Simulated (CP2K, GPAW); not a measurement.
A CP2K input for a self-consistent single point of SrBi3 (Pm-3m, 4 atoms in the cell) (DFT PBEsol, GPW, DZVP-MOLOPT-SR-GTH basis, GTH-PBE potentials (GTH_POTENTIALS)):

```
&GLOBAL
  PROJECT bulk
  RUN_TYPE ENERGY_FORCE
  PRINT_LEVEL LOW
&END GLOBAL
&FORCE_EVAL
  METHOD Quickstep
  STRESS_TENSOR ANALYTICAL
  &DFT
    BASIS_SET_FILE_NAME BASIS_MOLOPT
    POTENTIAL_FILE_NAME GTH_POTENTIALS
    &QS
      METHOD GPW
      EPS_DEFAULT 1E-10
    &END QS
    &MGRID
      CUTOFF 500
      REL_CUTOFF 50
      NGRIDS 5
    &END MGRID
    &SCF
      SCF_GUESS ATOMIC
      EPS_SCF 1E-6
      MAX_SCF 100
      ADDED_MOS 5
      &DIAGONALIZATION
        ALGORITHM STANDARD
      &END DIAGONALIZATION
      &MIXING
        METHOD BROYDEN_MIXING
        ALPHA 0.3
        NBUFFER 10
        BETA 1
      &END MIXING
      &SMEAR ON
        METHOD GAUSSIAN
        SIGMA [eV] 0.1
      &END SMEAR
    &END SCF
    &KPOINTS
      SCHEME MONKHORST-PACK 5 5 5
    &END KPOINTS
    &XC
      &XC_FUNCTIONAL
        &PBE
          PARAMETRIZATION PBESOL
        &END PBE
      &END XC_FUNCTIONAL
    &END XC
    &PRINT
      &MO
        EIGENVALUES T
        OCCUPATION_NUMBERS T
        NDIGITS 8
        FILENAME mo
        &EACH
          QS_SCF 0
        &END EACH
        ADD_LAST NUMERIC
      &END MO
      &MULLIKEN OFF
      &END MULLIKEN
    &END PRINT
  &END DFT
  &SUBSYS
    &CELL
      A 5.04969400 0.00000000 0.00000000
      B 0.00000000 5.04969400 0.00000000
      C 0.00000000 0.00000000 5.04969400
      PERIODIC XYZ
    &END CELL
    &COORD
      Sr       0.00000000     0.00000000     0.00000000
      Bi       2.52484700     2.52484700     0.00000000
      Bi       0.00000000     2.52484700     2.52484700
      Bi       2.52484700     0.00000000     2.52484700
    &END COORD
    &KIND Sr
      BASIS_SET DZVP-MOLOPT-SR-GTH-q10
      POTENTIAL GTH-PBE-q10
    &END KIND
    &KIND Bi
      BASIS_SET DZVP-MOLOPT-SR-GTH-q5
      POTENTIAL GTH-PBE-q5
    &END KIND
  &END SUBSYS
  &PRINT
    &FORCES ON
    &END FORCES
    &STRESS_TENSOR ON
    &END STRESS_TENSOR
  &END PRINT
&END FORCE_EVAL
```

### Question
Give the GPAW input for the same structure, mesh, smearing and functional.

### Answer
One input that does it (others would too):

```python
from ase import Atoms
from ase.units import GPa
from gpaw import GPAW, PW

atoms = Atoms(['Sr', 'Bi', 'Bi', 'Bi'],
              cell=[[5.049694, 0.000000, 0.000000],
                    [0.000000, 5.049694, 0.000000],
                    [0.000000, 0.000000, 5.049694]],
              scaled_positions=[[0.000000, 0.000000, 0.000000],
                                [0.500000, 0.500000, 0.000000],
                                [0.000000, 0.500000, 0.500000],
                                [0.500000, 0.000000, 0.500000]],
              pbc=True)

calc = GPAW(mode=PW(600),
            xc='PBEsol',
            kpts=(5, 5, 5),
            occupations={'name': 'methfessel-paxton', 'width': 0.1, 'order': 0},
            nbands=-10,
            convergence={'forces': 0.001},
            symmetry={'symmorphic': False, 'tolerance': 0.0005},
            maxiter=120)

atoms.calc = calc

energy = atoms.get_potential_energy()
print('Energy (eV):', round(energy, 6))
forces = atoms.get_forces()
print('Forces (eV/Ang):')
print(forces.round(5))
stress = atoms.get_stress()
print('Stress (GPa, Voigt):', (stress / GPa).round(4))
```

Basis, cutoffs, solver keys and any potentials are the target program's own. This input uses DFT PBEsol, plane waves, GPAW PAW datasets PBEsol (made by gpaw-setup). Both were run: pressure 0.12 GPa in CP2K and -1.74 in GPAW.

On GPAW: the starting cell comes from a database of computed structures (which also holds hypothetical and non-ambient phases and stackings), without a prior relaxation at this level. Its lattice was rescaled by a random factor within 2.5 % of one.

On CP2K: the starting cell comes from a database of computed structures (which also holds hypothetical and non-ambient phases and stackings), without a prior relaxation at this level. Its lattice was rescaled by a random factor within 2.5 % of one. Values carry the incompleteness of an atom-centred basis. The potentials were made for another functional than the one used.
